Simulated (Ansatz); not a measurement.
We consider stishovite (SiO2), described by r²SCAN-D4 (Ansatz, a quantum-chemistry and plane-wave program, plane waves, PAW).

Numerical settings: plane-wave cutoff 560 eV, 8×8×12 k mesh (along the axes of the cell as run), Fermi–Dirac smearing 0.01 eV, scalar-relativistic PAW data made under PBE.

Response to compression and expansion:

Shape and atoms are relaxed at each volume.

```json
[
 {"V (Å³/atom)": "7.432", "P (GPa)": "14.00", "direct gap at Γ (eV)": "7.309", "c (Å)": "2.642", "a (Å)": "4.108"},
 {"V (Å³/atom)": "7.587", "P (GPa)": "6.58", "direct gap at Γ (eV)": "6.951", "c (Å)": "2.654", "a (Å)": "4.141"},
 {"V (Å³/atom)": "7.742", "P (GPa)": "0.00", "direct gap at Γ (eV)": "6.616", "c (Å)": "2.665", "a (Å)": "4.175"},
 {"V (Å³/atom)": "7.896", "P (GPa)": "-5.81", "direct gap at Γ (eV)": "6.302", "c (Å)": "2.675", "a (Å)": "4.208"},
 {"V (Å³/atom)": "8.051", "P (GPa)": "-10.89", "direct gap at Γ (eV)": "6.012", "c (Å)": "2.683", "a (Å)": "4.243"}
]
```

A straight line through the gaps at Γ against ln V gives a volume deformation potential dE_g(Γ)/d ln V of -16.2 eV: the gap at Γ widens under compression.

Note: the bulk modulus comes from volumes at which shape and atoms were relaxed.
